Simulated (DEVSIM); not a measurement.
Device: abrupt GaAs n-p junction, at 300 K.

Layer 1 from the left is GaAs, thickness (μm) 2.60, Nd (cm⁻³) 2.3e15, τn (s) 1.7e-9, τp (s) 1.7e-9. Layer 2 from the left is GaAs, thickness (μm) 280, Na (cm⁻³) 2.7e15, τn (s) 1.7e-9, τp (s) 1.7e-9.

Left contact: ohmic. Right contact: ohmic. Voltage is applied to the left contact. Recombination: SRH at mid-gap, radiative, Auger. Mobility is μmin + (μ − μmin)/(1 + (N/Nref)^α).

The device is made up for the run: typed textbook-type constants, with dimensions and the other settings drawn at random. Values at 300 K.

GaAs: gap (eV) 1.424, affinity (eV) 4.07, permittivity 12.9, Nc (cm⁻³) 4.7e17, Nv (cm⁻³) 9e18, μn (cm²/Vs) 8500, μp (cm²/Vs) 400, μn,min 500, μp,min 20, Nref,n 6e16, Nref,p 1.5e17, αn 0.39, αp 0.38, B (cm³/s) 2e-10, Cn (cm⁶/s) 1e-30, Cp (cm⁶/s) 1e-30.

Simulated with DEVSIM: 1D drift-diffusion, Boltzmann statistics, complete ionisation; no tunnelling, impact ionisation, image-force lowering or self-heating.

### Question
What does the simulation give for the potential step across the device at zero bias, the largest field in the device at zero bias, the dark forward voltage at 1 A/cm²?

### Answer
potential step across the device at zero bias 1.077 V; largest field in the device at zero bias 19000 V/cm; dark forward voltage at 1 A/cm² 1.135 V.
